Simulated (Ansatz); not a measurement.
TiAl3: response to strain

Consider TiAl3 (space group I4/mmm, No. 139; a = 3.816 Å, c = 8.551 Å). Axes: x, y, z lie along a, b, c of the conventional cell.

Strains are applied to the cell and any free atomic positions relax; under biaxial strain the out-of-plane vector relaxes too.

Levels (all Ansatz, a first-principles code, PAW): PBEsol (420 eV, spin-orbit coupling left out); r2SCAN (500 eV, no spin-orbit coupling).

Pressures by level, all at the geometries relaxed with PBEsol:

| case | PBEsol | r2SCAN |
|---|---|---|
| base | 0.0 GPa | 0.6 GPa |
| biaxial strain −4.93 %, plane normal [001], relaxed out of plane | 11.5 GPa | ___ |
| biaxial strain +3.50 %, plane normal [001], relaxed out of plane | -5.3 GPa | -5.0 GPa |
| biaxial strain +4.61 %, plane normal [001], relaxed out of plane | -6.6 GPa | -6.4 GPa |
| isotropic strain −1.83 % | 6.9 GPa | ___ |
| isotropic strain +0.99 % | -3.1 GPa | -2.7 GPa |

Q: Some entries are withheld; estimate them.

A: 
- biaxial strain −4.93 %, plane normal [001], relaxed out of plane, r2SCAN: 12.7 GPa
- isotropic strain −1.83 %, r2SCAN: 7.9 GPa

Single points use the geometry relaxed with PBEsol. Their cutoffs differ, which shifts pressures a little. Without a gap, meshes like the base's 17×17×17 leave anisotropic stresses uncertain by several tenths of a GPa, and small strain energies with them. Whether these cells are dynamically stable was not tested. All final runs are without spin polarisation.
